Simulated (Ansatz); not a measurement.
An Ansatz (a program for electronic structure) run: NiSi2 with a change (pressure 3 GPa); r2SCAN, PAW, 500 eV (Ansatz; no SOC).

Input:

Ansatz 0.2 input:
```yaml
crystal:
  lattice:
    - [0, 2.6934941993, 2.6934941993]
    - [2.6934941993, 0, 2.6934941993]
    - [2.6934941993, 2.6934941993, 0]
  atoms:
    - { symbol: Ni, position: [0, 0, 0] }
    - { symbol: Si, position: [0.25, 0.25, 0.25] }
    - { symbol: Si, position: [0.75, 0.75, 0.75] }
basis: { ecutwfc: 500, ecutrho_ratio: 4, xc_grid: 4, fft_grid_basis: typed }
kpoints: { mp_grid: { grid: [15, 15, 15] } }
hamiltonian:
  xc: r2scan
  dispersion: none
  pseudopotentials: { kind: paw }
scf: { occupations: { method: fermi_dirac, width: 0.05 } }
relax: { f_tol: 0.01, max_steps: 60, cell: { stress_tol: 0.02, p_target: 3.0 } }
output: { forces: true, stress: true }
checkpoint: { write: state.ck, write_every: 1000 }
```

Output (explanatory and most iteration lines left out):

```
Relaxation: its limit of steps is 60 (relax.max_steps)
Pseudopotential: Ni, paw, valence charge 18
Pseudopotential: Si, paw, valence charge 4
Crystal: 3 atoms, lattice volume = 39.082 Å³
Basis set: ecut = 500 eV, 965 PW (Γ), exchange–correlation on 120×120×120 points (64 copies of the dense FFT grid, shifted against one another)
Bands: 17, of which v1, the nominal top of the filled ones, is band 13 counted from 1 (12 counted from 0)
Symmetry: 48 space group operations
Space group: Fm-3m (ITA 225), of the structure as read, at distance tolerance 3.4e-5 Å
k-points: 120 of 3375
Functional: x = r2scan, c = r2scan; τ floored in thin density (d = 2e-4 eV/Å³)
SCF iter   1: F=—  HF=-7124.412125 eV  |F-HF|=—  |Δ(HF+E_count)|=         —  Δρ=1.50e-2  dr2=9.31e-2  dr2_τ=7.09e-2  ethr=1.77e-3  ⟨swp⟩=5.9  Hψ=10919  notcnv=0
SCF iter   2: F=—  HF=-7124.491211 eV  |F-HF|=—  |Δ(HF+E_count)|=   7.91e-2  Δρ=1.68e-2  dr2=5.84e-2  dr2_τ=4.74e-4  ethr=3.58e-4  ⟨swp⟩=2.3  Hψ=4648  notcnv=0  defer=2
SCF 1 converged in 9 iterations: F = -7124.481682 eV  dr2 = 1.20e-8
relax step   1: F+E_penalty+E_count = -7124.48168212 eV  Δ(F+E_penalty+E_count) = +0.000e0 eV  max|allowed force component| = 1.234e-17 eV/Å  Δτ_max = 0.0000 Å  P = +0.005 GPa  Ω = 39.082 Å³  (9 SCF iters, dr2 threshold 1.00e-7 eV, accepted)
[... steps on the carried basis left out ...]
relax step   5: F+E_penalty+E_count = -7124.47533222 eV  Δ(F+E_penalty+E_count) = +2.648e-4 eV  max|allowed force component| = 1.049e-16 eV/Å  Δτ_max = 0.0000 Å  P = +2.995 GPa  Ω = 38.393 Å³  stress off target by 5.44e-3 GPa  SCF on the basis re-selected at this cell (its energy is not comparable with the rows above)  (8 SCF iters)
SCF converged after 8 iterations
Free energy (F): -7124.475332 eV
Internal energy: -7124.468922 eV  (E = F + TS)
E sigma→0 (E₀):  -7124.472127 eV
Entropy (-TS):   -0.006410 eV (-2.137 meV/atom)
Fermi energy:    13.892176 eV
--- Forces (eV/Å), atoms counted from 1 ---
  atom   1  Ni    -0.00000000    -0.00000000    -0.00000000
  atom   2  Si    -0.00000000     0.00000000     0.00000000
  atom   3  Si     0.00000000    -0.00000000    -0.00000000
--- Stress (GPa, compression-positive) ---
        2.994565      -0.000000      -0.000000
       -0.000000       2.994565      -0.000000
       -0.000000      -0.000000       2.994565
  P = ⅓ Tr σ = 2.9946 GPa (29.946 kbar)
--- Relaxed structure (4 steps of the walk, 4 accepted, 1 SCFs on fresh bases) ---
  cell:  # Å, volume = 38.3934 Å³
    - [1.9107645123358489e-35, 2.677578508452249, 2.677578508452249]
    - [2.677578508452249, -1.910764512335843e-35, 2.677578508452249]
    - [2.677578508452249, 2.677578508452249, -1.273843008223894e-35]
  atoms:
    - { symbol: Ni, position: [2.3714861015238053e-34, -2.6967255747158415e-34, -1.5984216666751763e-34] }
    - { symbol: Si, position: [0.24999999999999997, 0.24999999999999997, 0.24999999999999997] }
    - { symbol: Si, position: [0.7499999999999999, 0.7499999999999999, 0.7499999999999999] }
```

Load acts through the strain it causes; cell and atoms are relaxed under it. No phonon test of stability was made. The final runs are not spin-polarised. The cell was made from NiSi2 (space group Fm-3m, No. 225; non-magnetic) by this change: pressure 3 GPa.
